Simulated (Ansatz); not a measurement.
Take LuP in the zinc blende structure (space group F-43m, No. 216; a = 6.161 Å; a hypothetical phase, not in the database extracts checked) as the base.

(Cell as relaxed with PBE.)

Levels (all Ansatz, a quantum-chemistry and plane-wave program, PAW): PBE (420 eV, without spin-orbit coupling); r2SCAN (500 eV, without spin-orbit coupling).

Each level relaxes its own structure.

```csv
base,PBE,r2SCAN
volume per atom,29.23 Å³,28.89 Å³
lattice parameter a,616.1 pm,613.7 pm
band gap,1.69 eV,1.98 eV
```

Perturbation: a hydrostatic pressure of 18 GPa.

```tsv
quantity	PBE	r2SCAN
lattice parameter a	574.6 pm	574.3 pm
shift of the gap caused by the change	-0.41 eV	-0.39 eV
band gap	1.29 eV	1.60 eV
```

PBE's lattice parameter a lies 0.3 pm above r2SCAN's (0.1 %); PBE's band gap lies 0.31 eV below r2SCAN's. Neither level is exact; r2SCAN is the comparison here, not a measurement.

Load acts through the strain it causes; cell and atoms are relaxed under it. Stability against distortions was not tested. No other phases were tried under pressure.
